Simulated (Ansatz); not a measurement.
Take AlAs in the zinc blende structure (space group F-43m, No. 216; a = 5.674 Å) as the base. Axes: x, y, z lie along the cube axes.

Computed with PBEsol in Ansatz (plane waves to 420 eV, PAW, without spin-orbit coupling), earlier PAW set.

For the base:

- Valence-band top at Γ: 0.00, 0.00, 0.00 eV
- Band gap: 1.34 eV

Modification: a pure shear with ε_xz = ε_zx = 0.0336, atoms relaxed at fixed cell.

Task: What does the calculation give for the valence-band top at Γ, band gap and stress after the change?

Result: The valence-band top at Γ (three highest levels, from the VBM) goes from 0.00, 0.00, 0.00 eV to 0.00, -0.34, -0.57 eV; the band gap decreases by 0.518 eV, from 1.34 eV to 0.83 eV; the stress (xx, yy, zz, yz, xz, xy; compression positive) amounts to (0.14, -0.09, 0.14, 0.00, -3.47, 0.00) GPa.

The cells carry an imposed strain or load. Whether these cells are dynamically stable was not tested.

Ansatz is a program for electronic structure.
